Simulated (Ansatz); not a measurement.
Take MoSi2 (space group I4/mmm, No. 139; a = 3.1901 Å, c = 7.8220 Å; relaxed with 0.1 eV smearing) as the base. Axes: x, y, z lie along a, b, c of the conventional cell.

Calculations: DFT with PBEsol, PAW potentials and a 420 eV plane-wave cutoff in Ansatz (a program for electronic structure), spin-orbit coupling left out.

Base values:

```
Property            Value
---------------  --------
Pressure          0.0 GPa
Volume per atom  13.27 Å³
```

Modification: biaxial strain +2.50 %, plane normal [001], relaxed out of plane (Cartesian); in-plane vectors clamped, the third vector and the atoms free.

**Question.** What happens to the pressure, volume per atom and energy relative to the base?

**Answer.** The pressure (mean of the normal stresses, compression positive) goes from zero to -7.5 GPa; the volume per atom grows by 0.556 Å³ (13.27 Å³ → 13.82 Å³); the energy rises by 24 meV/atom.

Whether these cells are dynamically stable was not tested. All final runs are without spin polarisation.
